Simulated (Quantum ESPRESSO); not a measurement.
# Habitual settings against a tight run: SrCa₃ (Pm-3m, 4 atoms in the cell)

Self-consistent single point.

```
SrCa3
1.0
    5.79280     0.00000     0.00000
    0.00000     5.79280     0.00000
    0.00000     0.00000     5.79280
Sr Ca
1 3
Cartesian
  0.00000   0.00000   0.00000
  0.00000   2.89640   2.89640
  2.89640   0.00000   2.89640
  2.89640   2.89640   0.00000
```

Computed with LDA (PW92), PseudoDojo standard norm-conserving (LDA) pseudopotentials (plane waves; Quantum ESPRESSO).

Base settings: ecutwfc = 75 Ry; occupations = smearing; smearing = cold; degauss = 0.0099958 Ry; potentials = {Sr: Sr.upf, Ca: Ca.upf}; K_POINTS = automatic 4 4 4 0 0 0; conv_thr = 1e-10 Ry.

Tight run (finer mesh or higher cutoff; not a proven limit): ecutwfc: 75 Ry → 105 Ry; conv_thr: 1e-10 Ry → 7.3e-11 Ry; K_POINTS: automatic 4 4 4 0 0 0 → automatic 6 6 6 0 0 0. It gave Fermi level (on the code's own zero) 4.38 eV; pressure -2.36 GPa.

Quick runs, as changes from the base:
- A: the base itself
- B: ecutwfc: 75 Ry → 60 Ry; K_POINTS: automatic 4 4 4 0 0 0 → automatic 6 6 6 0 0 0
- C: ecutwfc: 75 Ry → 52 Ry
- D: ecutwfc: 75 Ry → 35 Ry; smearing: cold → gauss; K_POINTS: automatic 4 4 4 0 0 0 → automatic 2 2 2 0 0 0; potentials: PseudoDojo standard norm-conserving (PBESOL) [PBEsol]

Energies are extrapolated to zero smearing width, which holds to low order in the width alone (under cold and Methfessel-Paxton smearing the free energy itself is taken).

Dashes: energy of D, another energy zero; time of D, under 30 s.

† marks runs with another functional, U, potentials or spin treatment: their distance from the tight run is not a convergence error alone.

The count of work is k-points × plane waves × bands × iterations; it is no time. Core times come from one kind of shared machine and are given to one figure; runs under 30 s give none.

The starting cell comes from a database of computed structures (which also holds hypothetical and non-ambient phases and stackings), without a prior relaxation at this level. Its lattice was rescaled by a random factor within 2.5 % of one.

```csv
run,energy less tight (meV/atom),pressure less tight (GPa),count of work / tight,core time / tight (rough)
A,-9.0,0.04,0.30,0.3
B,3.5,-0.13,0.43,0.3
C,17.4,-0.65,0.19,0.2
D†,–,-7.83,0.039,–
```

Among the runs at the tight run's level, the energy misses run from 3.5 to 17.4 meV/atom.

Left out of this page: 2 runs of the series outside the window shown, repeating another row's setting, or not comparable.
